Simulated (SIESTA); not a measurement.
Input and output of a self-consistent single point for K (Im-3m, 1 atom in the cell) (SIESTA).

Method: LDA PW92, numerical atomic orbitals DZP, PseudoDojo LDA standard norm-conserving potentials (rewritten from UPF to PSML) (SIESTA).

```xyz
1
Lattice="-2.6400 2.6400 2.6400 2.6400 -2.6400 2.6400 2.6400 2.6400 -2.6400" Properties=species:S:1:pos:R:3 pbc="T T T"
K      0.0000     0.0000     0.0000
```

Reference input (self-consistent single point, DFT, GGA PBE, numerical atomic orbitals DZP, PseudoDojo PBE standard norm-conserving potentials (rewritten from UPF to PSML)): XC.functional = GGA; XC.authors = PBE; potentials = PseudoDojo PBE standard; PAO.BasisSize = DZP; PAO.EnergyShift = 0.01 Ry; MeshCutoff = 350 Ry; kgrid.MonkhorstPack = 9 9 9; OccupationFunction = MP; OccupationMPOrder = 0; ElectronicTemperature = 136 meV; MaxSCFIterations = 150; SCF.Mixer.Method = Pulay. This run's input differs from it in these lines:

```diff
@@ -1,2 +1,2 @@
-# files in the folder: K.psml (PseudoDojo PBE standard)
+# files in the folder: K.psml (PseudoDojo LDA standard)
 SystemName  K
@@ -20,4 +20,4 @@
 
-XC.functional                GGA
-XC.authors                   PBE
+XC.functional                LDA
+XC.authors                   PW92
 PAO.BasisSize                DZP
```

Output, abridged:

```
        iscf     Eharris(eV)        E_KS(eV)     FreeEng(eV)     dDmax    Ef(eV) dHmax(eV)
   scf:    1     -813.845609     -813.435138     -813.440502  0.531754 -2.665189  2.157082
   scf:    2     -813.463668     -813.449525     -813.454887  0.011138 -2.680026  1.873612
   scf:    3     -813.524590     -813.491507     -813.496864  0.068915 -2.774634  0.038265
   scf:    4     -813.490121     -813.490900     -813.496257  0.009873 -2.791681  0.237265
   scf:    5     -813.492013     -813.491522     -813.496879  0.008489 -2.780932  0.000085
mix: Pulay -- inversion failed, > SVD [rank/size] 2 / 4
   scf:    6     -813.491522     -813.491522     -813.496879  0.000003 -2.780928  0.000010
SCF Convergence by DM+H criterion
max |DM_out - DM_in|         :     0.0000029440
max |H_out - H_in|      (eV) :     0.0000097156
SCF cycle converged after 6 iterations

Using DM_out to compute the final energy and forces

siesta: E_KS(eV) =             -813.4915

siesta: E_KS - E_eggbox =      -813.4915

siesta: Atomic forces (eV/Ang):
     1    0.000000   -0.000000    0.000000
   Tot    0.000000   -0.000000    0.000000
   Max    0.000000
   Res    0.000000    sqrt( Sum f_i^2 / 3N )
   Max    0.000000    constrained

Stress tensor Voigt[x,y,z,yz,xz,xy] (kbar):        3.97        3.97        3.97        0.00        0.00        0.00
(Free)E + p*V (eV/cell)     -813.6795
Target enthalpy (eV/cell)     -813.4969

siesta: Program's energy decomposition (eV):
siesta: FreeEng =      -813.496879

siesta: Stress tensor (static) (eV/Ang**3):
siesta:     0.002481    0.000000    0.000000
siesta:     0.000000    0.002481    0.000000
siesta:     0.000000    0.000000    0.002481

siesta: Cell volume =         73.598976 Ang**3

siesta: Pressure (static):
siesta:                Solid            Molecule  Units
siesta:          -0.00002702         -0.00002702  Ry/Bohr**3
siesta:          -0.00248092         -0.00248092  eV/Ang**3
siesta:          -3.97487499         -3.97487499  kBar
```

The run converged in 6 iterations. Against the reference run the pressure goes from 0.18 to -0.40 GPa.

The starting cell has typed, rounded lattice constants, without a prior relaxation at this level. Values carry the incompleteness of an atom-centred basis.
